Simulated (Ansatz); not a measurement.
The starting structures come from a database of crystals and need not be the phases stable at ambient conditions.

By PBEsol, the system below comes out a metal.

Data:

```
LuNiBC
1.0
    3.49946     0.00000     0.00000
    0.00000     3.49946     0.00000
    0.00000     0.00000     7.54108
Lu Ni B C
2 2 2 2
Cartesian
  0.00000   1.74973   6.32387
  1.74973   0.00000   1.21721
  0.00000   0.00000   3.77054
  1.74973   1.74973   3.77054
  1.74973   0.00000   4.91181
  0.00000   1.74973   2.62927
  0.00000   1.74973   1.13614
  1.74973   0.00000   6.40494
```

Space group of this cell: P4/nmm. The cell is taken as given; by PBEsol its mean pressure is -6.1 GPa.

The current flows along the normal of the first two printed cell vectors, the (001) plane of the conventional cell. No spin-orbit coupling; the value is a mean over 0.1 eV about the Fermi level.

Problem. Give the ballistic conductance per area that PBEsol run with Ansatz (a program for electronic structure) yields.

Solution. 0.38 × 10¹⁵ S/m² for both spins.
